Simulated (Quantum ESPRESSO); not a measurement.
Worked example: self-consistent single point of KF (Fm-3m, 2 atoms in the cell) in Quantum ESPRESSO.

Level of theory: PBE, PseudoDojo stringent norm-conserving (PBE) pseudopotentials (plane waves; Quantum ESPRESSO 7.5).

The change in words: lattice scaled by 0.98. Reference geometry:
```xyz
2
Lattice="0.0000 2.6563 2.6563 2.6563 0.0000 2.6563 2.6563 2.6563 0.0000" Properties=species:S:1:pos:R:3 pbc="T T T"
K      0.0000     0.0000     0.0000
F      2.6563     2.6563     2.6563
```

Reference input (self-consistent single point, DFT, PBE, plane waves, PseudoDojo stringent norm-conserving (PBE) pseudopotentials): ecutwfc = 85 Ry; occupations = fixed; potentials = {K: K.upf, F: F.upf}; K_POINTS = automatic 6 6 6 0 0 0; nbnd = 12; conv_thr = 1e-08 Ry. This run's input differs from it in these lines:

```diff
@@ -24,3 +24,3 @@
 K     0.000000000    0.000000000    0.000000000
-F     2.656273000    2.656273000    2.656273000
+F     2.603148000    2.603148000    2.603148000
 K_POINTS {automatic}
@@ -28,5 +28,5 @@
 CELL_PARAMETERS {angstrom}
-   0.000000000     2.656273000     2.656273000
-   2.656273000     0.000000000     2.656273000
-   2.656273000     2.656273000     0.000000000
+   0.000000000     2.603148000     2.603148000
+   2.603148000     0.000000000     2.603148000
+   2.603148000     2.603148000     0.000000000
```

The program printed (abridged):

```
     Self-consistent Calculation

     iteration #  1     ecut=    85.00 Ry     beta= 0.70

     total energy              =    -109.52350556 Ry
     estimated scf accuracy    <       0.26965429 Ry

     iteration #  2     ecut=    85.00 Ry     beta= 0.70

     total energy              =    -109.57899099 Ry
     estimated scf accuracy    <       0.30568523 Ry

     iteration #  3     ecut=    85.00 Ry     beta= 0.70

     total energy              =    -109.64483216 Ry
     estimated scf accuracy    <       0.00282774 Ry

   [... 2 blocks of this kind left out ...]

     iteration #  6     ecut=    85.00 Ry     beta= 0.70

     total energy              =    -109.64530996 Ry
     estimated scf accuracy    <       0.00000190 Ry

     iteration #  7     ecut=    85.00 Ry     beta= 0.70
     End of self-consistent calculation

     highest occupied, lowest unoccupied level (ev):     2.1149    8.7458

!    total energy              =    -109.64531026 Ry
     estimated scf accuracy    <          8.9E-09 Ry

     convergence has been achieved in   7 iterations

     Forces acting on atoms (cartesian axes, Ry/au):

     atom    1 type  1   force =    -0.00000000   -0.00000000    0.00000000
     atom    2 type  2   force =     0.00000000   -0.00000000    0.00000000

     Total force =     0.000000     Total SCF correction =     0.000000

          total   stress  (Ry/bohr**3)                   (kbar)     P=       45.74
   0.00031090  -0.00000000  -0.00000000           45.74       -0.00       -0.00
  -0.00000000   0.00031090  -0.00000000           -0.00       45.74       -0.00
  -0.00000000  -0.00000000   0.00031090           -0.00       -0.00       45.74

   JOB DONE.
```

The run converged in 7 iterations. Against the reference run the free energy rises by 22.0 meV/atom, the pressure goes from 1.94 to 4.57 GPa and the gap on the mesh goes from 6.292 to 6.631 eV.

The starting cell comes from a database of computed structures (which also holds hypothetical and non-ambient phases and stackings), without a prior relaxation at this level. Its lattice was rescaled by a random factor within 2.5 % of one. For this run, on top of that: lattice scaled by 0.98. With a pressure of about 5 GPa the cell is away from its equilibrium volume at this level.
